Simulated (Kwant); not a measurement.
Device: GaAs/Al0.3Ga0.7As stack with 1 barrier. One parabolic valley. Leads of mass 0.067 mₑ with the band edge at 0; grid 0.1 nm; bias 0 V, dropping linearly over the stack.

| layer | thickness (nm) | band offset (eV) | mass (mₑ) |
|---|---|---|---|
| 1 | 3.3 | 0.24 | 0.092 |

The device is made up for the run: typed textbook-type constants, with dimensions and the other settings drawn at random.

Computed with Kwant: one-band effective-mass tight-binding model in one dimension, coherent, no space charge.

**Question.** Work out the transmission below the barrier top from T = 1/(1 + ((ζ + 1/ζ)/2)² sinh²(κa)), ζ = (k/m_lead)/(κ/m_barrier).

**Answer.** E = 0.04662 eV: k = 0.2863 nm⁻¹, κ = 0.6833 nm⁻¹, ζ = 0.5753, T = 0.0325. The simulation gives 0.0326, the same within the digits that matter. E = 0.1193 eV: k = 0.4580 nm⁻¹, κ = 0.5399 nm⁻¹, ζ = 1.165, T = 0.105. The simulation gives 0.105, the same within the digits that matter. E = 0.1829 eV: k = 0.5671 nm⁻¹, κ = 0.3714 nm⁻¹, ζ = 2.097, T = 0.200. The simulation gives 0.199, the same within the digits that matter. What differs comes from the grid.
